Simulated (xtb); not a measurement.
xtb 6.7.1, GFN2-xTB: trisilane cation ([SiH3][SiH2][SiH3]), charge +1, multiplicity 2, 11 atoms. The geometry is a generated start, not checked to be a minimum at this level.

* **run flags**: --grad
* **method**: GFN2-xTB
* **--acc**: 1 (default)
* **--etemp (K)**: 300 (default)
* **basis functions**: 38
* **valence electrons**: 19

```xyz
11

Si     1.8335     0.7200    -0.0490
Si     0.1855    -0.9070    -0.1083
Si    -1.9632    -0.0679     0.1261
H      3.2046     0.2197    -0.1734
H      1.6461     1.6902    -1.1301
H      1.7791     1.4733     1.2067
H      0.4397    -1.9227     0.9286
H      0.2842    -1.6865    -1.3553
H     -2.2632     0.9045    -0.9286
H     -2.1121     0.6433     1.3984
H     -3.0342    -1.0671     0.0849
```

Charge 1 and multiplicity 2 are set for this test and not shown to be the ground state. GFN-xTB has no spin term: --uhf 1 sets the occupations alone.

One run each on 1 thread. Values of broydamp tried: 0.02, 0.05, 0.1, 0.2, 0.4 (default), 0.6, 0.8, 1.

Task: Predict the course of the SCC iterations along this series.

Result: Fewest SCC iterations, within one of each other: 0.4 (default) with 13, 0.6 with 12, 0.8 with 12, 1 with 13. The count rises to 19 at 0.02. All converge to one solution.

| broydamp | SCC iterations | end |
|---|---|---|
| 0.02 | 19 | same solution |
| 0.05 | 18 | same solution |
| 0.1 | 16 | same solution |
| 0.2 | 14 | same solution |
| 0.4 (default) | 13 | same solution |
| 0.6 | 12 | same solution |
| 0.8 | 12 | same solution |
| 1 | 13 | same solution |
